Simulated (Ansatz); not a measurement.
# SiO2 (P4₁2₁2, No. 92)

All values below come from PBEsol (plane waves, PAW; Ansatz, a program for electronic structure).

Run with plane-wave cutoff 520 eV, 8×8×6 k mesh (along the axes of the cell as run), Fermi–Dirac smearing 0.01 eV, scalar-relativistic PAW data made under PBE.

Cell (measured lattice):

```cif
data_O8Si4
_chemical_formula_sum 'Si4 O8'
_space_group_name_H-M_alt 'P41212'
_space_group_IT_number 92
_space_group_name_Hall 'P 4abw 2nw'
_cell_length_a 4.95700
_cell_length_b 4.95700
_cell_length_c 6.89030
_cell_angle_alpha 90.000
_cell_angle_beta 90.000
_cell_angle_gamma 90.000
loop_
_atom_site_label
_atom_site_type_symbol
_atom_site_symmetry_multiplicity
_atom_site_Wyckoff_symbol
_atom_site_fract_x
_atom_site_fract_y
_atom_site_fract_z
_atom_site_occupancy
Si1 Si 4 a 0.30470 0.30470 0.00000 1
O1 O 8 b 0.23810 0.11090 0.18260 1
```

For SiO2 (P4₁2₁2, No. 92), the band gap is 5.70 eV (direct).

Note: cell and atoms aren't relaxed at this level (largest force component 0.42 eV/Å, pressure 3.6 GPa).

The computed numbers hold no vibrational or temperature effects.

The result took roughly 90 core-seconds.
